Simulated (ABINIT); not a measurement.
A self-consistent single point of HfO2 (Fm-3m, 3 atoms in the cell) with ABINIT.

Level of theory: PBE, spin-orbit coupling, norm-conserving pseudopotentials (PseudoDojo nc-fr-04 PBE standard) (plane waves; ABINIT 10.0.3).

```yaml
crystal:
  lattice:
    - [0.00000, 2.47255, 2.47255]
    - [2.47255, 0.00000, 2.47255]
    - [2.47255, 2.47255, 0.00000]
  atoms:
    - { symbol: Hf, position: [0.00000, 0.00000, 0.00000] }
    - { symbol: O, position: [0.75000, 0.75000, 0.75000] }
    - { symbol: O, position: [0.25000, 0.25000, 0.25000] }
```

Reference input (self-consistent single point, DFT, PBE, plane waves, norm-conserving pseudopotentials (PseudoDojo nc-sr-05 PBE standard)): pseudos = [Hf.upf, O.upf]; ecut = 42 Ha; ixc = 11; occopt = 1; ngkpt = 12 12 12; nshiftk = 1; shiftk = 0 0 0; potentials = PseudoDojo nc-sr-05 PBE standard; nband = 14; kptopt = 1; nstep = 60; toldfe = 1e-09 Ha. This run's input differs from it in these lines:

```diff
@@ -1,2 +1,2 @@
-# HfO2, PseudoDojo nc-sr-05 PBE standard
+# HfO2, PseudoDojo nc-fr-04 PBE standard
 pp_dirpath "./"
@@ -18,4 +18,6 @@
 ixc 11
+nspinor 2
+nspden 1
 occopt 1
-nband 14
+nband 28
 kptopt 1
```

Its files differ too (potentials: PseudoDojo nc-sr-05 PBE standard → PseudoDojo nc-fr-04 PBE standard).

Log, with long lists cut:

```
--- !BeginCycle
solver: {iscf: 7, nstep: 60, nline: 4, wfoptalg: 0, }
tolerances: {toldfe: 1.00E-09, }
...

     iter   Etot(hartree)      deltaE(h)  residm     vres2
 ETOT  1  -89.524947187916    -8.952E+01 2.331E-01 1.193E+03
 ETOT  2  -89.231372895702     2.936E-01 1.271E-01 2.515E+03
 ETOT  3  -89.813753972672    -5.824E-01 2.039E-02 2.653E+01
 ETOT  4  -89.817973112546    -4.219E-03 4.085E-03 5.485E+00
 ETOT  5  -89.818804988182    -8.319E-04 3.777E-02 2.253E-01
   [... 2 lines left out ...]
 ETOT  8  -89.818860153448     1.589E-09 3.593E-04 2.317E-05
 ETOT  9  -89.818860159684    -6.237E-09 1.030E-04 1.981E-07
 ETOT 10  -89.818860159714    -2.905E-11 1.734E-05 2.314E-08
 ETOT 11  -89.818860159716    -2.800E-12 6.399E-06 1.307E-10
 At SCF step   11, etot is converged :
  for the second time, diff in etot=  2.800E-12 < toldfe=  1.000E-09

 Cartesian components of stress tensor (hartree/bohr^3)
  sigma(1 1)= -8.10493590E-04  sigma(3 2)=  0.00000000E+00
  sigma(2 2)= -8.10493590E-04  sigma(3 1)=  0.00000000E+00
  sigma(3 3)= -8.10493590E-04  sigma(2 1)=  0.00000000E+00

 ----iterations are completed or convergence reached----

 reduced coordinates (array xred) for    3 atoms
       0.000000000000      0.000000000000      0.000000000000
       0.750000000000      0.750000000000      0.750000000000
       0.250000000000      0.250000000000      0.250000000000
 cartesian forces (eV/Angstrom) at end:
    1     -0.00000000000000     0.00000000000000    -0.00000000000000
    2     -0.00000000000000     0.00000000000000    -0.00000000000000
   [... lines left out ...]
 Fermi (or HOMO) energy (hartree) =   0.33352   Average Vxc (hartree)=  -0.46272
   [... lines left out ...]
total_energy        : -8.98188601597163E+01
total_energy_eV     : -2.44409548167370E+03
band_energy         : -6.92694992113111E+00
...

-Cartesian components of stress tensor (GPa)         [Pressure=  2.3846E+01 GPa]
- sigma(1 1)= -2.38455407E+01  sigma(3 2)=  0.00000000E+00
- sigma(2 2)= -2.38455407E+01  sigma(3 1)=  0.00000000E+00
- sigma(3 3)= -2.38455407E+01  sigma(2 1)=  0.00000000E+00

 Calculation completed.
```

The run converged in 11 iterations. Against the reference run the pressure moves little (23.81 to 23.85 GPa) and the gap on the mesh moves little (4.039 to 4.049 eV).

The starting cell comes from a database of computed structures (which also holds hypothetical and non-ambient phases and stackings), without a prior relaxation at this level. Its lattice was rescaled by a random factor within 2.5 % of one. With a pressure of about 24 GPa the cell is away from its equilibrium volume at this level.

Cost on one core of a shared machine: roughly 8 min.
